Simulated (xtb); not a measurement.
xtb 6.7.1, GFN2-xTB: bis(trimethylsilyl) selenide triplet (C[Si](C)(C)[Se][Si](C)(C)C), charge 0, multiplicity 3, 27 atoms. The geometry is a generated start, not checked to be a minimum at this level.

| Item | Result |
|---|---|
| method | GFN2-xTB |
| --acc | 1 (default) |
| --etemp (K) | 300 (default) |
| detailed input (--input) | none: ANC optimiser, Lindh (1995) Hessian, microcycle=20, maxdispl=1.0, hlow=0.01 (default) |
| basis functions | 72 |
| valence electrons | 56 |

```xyz
27

C     -2.3188     0.7692     1.2496
Si    -1.7994    -0.6345     0.0643
C     -1.7712    -0.0647    -1.7592
C     -2.9594    -2.1274     0.2812
Se     0.2895    -1.4414     0.7182
Si     1.8972     0.1590     0.1672
C      2.9527    -0.5744    -1.2403
C      2.9334     0.4275     1.7425
C      1.1146     1.8028    -0.3927
H     -1.7309     1.6679     1.0932
H     -2.1786     0.4578     2.2813
H     -3.3647     1.0302     1.1173
H     -2.6567    -0.4150    -2.2809
H     -0.9044    -0.4583    -2.2820
H     -1.7492     1.0174    -1.8411
H     -2.8998    -2.5146     1.2943
H     -3.9920    -1.8553     0.0836
H     -2.6865    -2.9340    -0.3923
H      3.7090     0.1316    -1.5734
H      2.3387    -0.8350    -2.0977
H      3.4568    -1.4784    -0.9099
H      3.2559    -0.5230     2.1551
H      3.8178     1.0221     1.5329
H      2.3587     0.9398     2.5080
H      0.5525     1.6876    -1.3131
H      0.4447     2.2011     0.3629
H      1.8901     2.5420    -0.5691
```

Charge 0 and multiplicity 3 are set for this test and not shown to be the ground state. GFN-xTB has no spin term: --uhf 2 sets the occupations alone.

The structure is relaxed from this start with --opt LEVEL for the levels crude, sloppy, loose, lax, normal, tight, vtight, extreme, once each. Up to the end of the extreme run atoms move by at most 2.0 Å along an axis.

### Question
Choose the cheapest level whose final energy lies within 5 meV of that of extreme.

### Answer
normal: 88 cycles against 116, ending 0.75 meV above.

| level | cycles | energy above the extreme run (meV) | gradient norm (eV/Å) |
|---|---|---|---|
| crude | 15 | 120 | 0.16 |
| sloppy | 17 | 110 | 0.20 |
| loose | 24 | 98 | 0.11 |
| lax | 51 | 17 | 0.049 |
| normal | 88 | 0.75 | 0.032 |
| tight | 94 | 0.38 | 0.010 |
| vtight | 116 | under 0.01 | 0.0054 |
| extreme | 116 | — | 0.0054 |
